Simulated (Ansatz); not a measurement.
The starting structures come from a database of crystals and need not be the phases stable at ambient conditions.

Tunnelling through a barrier is set by its complex band structure: the current falls as exp(−2κd) with the smallest κ.

Data:

```yaml
crystal:
  lattice:
    - [4.79760, 0.00000, 0.00000]
    - [2.39880, 4.15484, 0.00000]
    - [2.39880, 1.38495, 4.46271]
  atoms:
    - { symbol: Al, position: [0.00000, 0.00000, 0.00000] }
    - { symbol: Al, position: [0.50000, 0.50000, 0.50000] }
    - { symbol: Al, position: [0.69320, 0.69320, 0.92041] }
    - { symbol: Al, position: [0.30680, 0.30680, 0.07959] }
    - { symbol: O, position: [0.72036, 0.10797, 0.77563] }
    - { symbol: O, position: [0.27964, 0.89203, 0.22437] }
    - { symbol: O, position: [0.10797, 0.39604, 0.77563] }
    - { symbol: O, position: [0.89203, 0.60396, 0.22437] }
    - { symbol: O, position: [0.39604, 0.72036, 0.77563] }
    - { symbol: O, position: [0.60396, 0.27964, 0.22437] }
```

Space group of this cell: R-3. The cell is taken as given; by r2SCAN its mean pressure is 0.8 GPa.

Transport runs along the normal of the first two printed cell vectors, the (001) plane of the conventional cell.

The gap is the functional's own, uncorrected, and κ follows it; spin-orbit coupling is left out. Mid-gap values are interpolated between the computed energies.

### Question
Compute, with r2SCAN (Ansatz, a quantum-chemistry and plane-wave program), the band gap and the smallest decay constant κ at mid-gap.

### Answer
Gap 6.93 eV on a 8×8×8 mesh; κ = 0.414 1/Å, at the zone centre.
